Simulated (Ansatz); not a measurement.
An Ansatz (a first-principles code) input (DFT with PBE, PAW potentials and a 420 eV plane-wave cutoff in Ansatz, no spin-orbit coupling):

Ansatz 0.2 input:
```yaml
crystal:
  lattice:
    - [3.293486364, 0, 0]
    - [0, 3.293486364, 0]
    - [1.646743182, -1.646743182, 3.8955167126]
  atoms:
    - { symbol: Si, position: [0.3345191234, 0.6654808766, 0.3309617532] }
    - { symbol: Si, position: [0.6654808766, 0.3345191234, 0.6690382468] }
    - { symbol: W, position: [0, 0, 0] }
basis: { ecutwfc: 420, ecutrho_ratio: 4, xc_grid: 2, fft_grid_basis: typed }
kpoints: { mp_grid: { grid: [25, 25, 25] } }
hamiltonian:
  xc: pbe
  dispersion: none
  pseudopotentials: { kind: paw }
scf: { occupations: { method: fermi_dirac, width: 0.1 } }
relax: { f_tol: 0.005, max_steps: 50, cell: { stress_tol: 0.01, fix: [a, b, gamma] } }
output: { forces: true, stress: true }
checkpoint: { write: state.ck, write_every: 1000 }
```

Which symmetry and how many k-points will the program report, and about how many plane waves at Γ?

Space group I4/mmm (ITA 139) with 16 operations, k-points 1183 of 15625, and 833 plane waves at Γ.

And the final pressure?

-6.12 GPa (compression positive).

The cells carry an imposed strain or load. Whether these cells are dynamically stable was not tested. The final runs are not spin-polarised. The cell was made from WSi2 (space group I4/mmm, No. 139) by this change: biaxial strain +2.00 %, plane normal [001], relaxed out of plane.
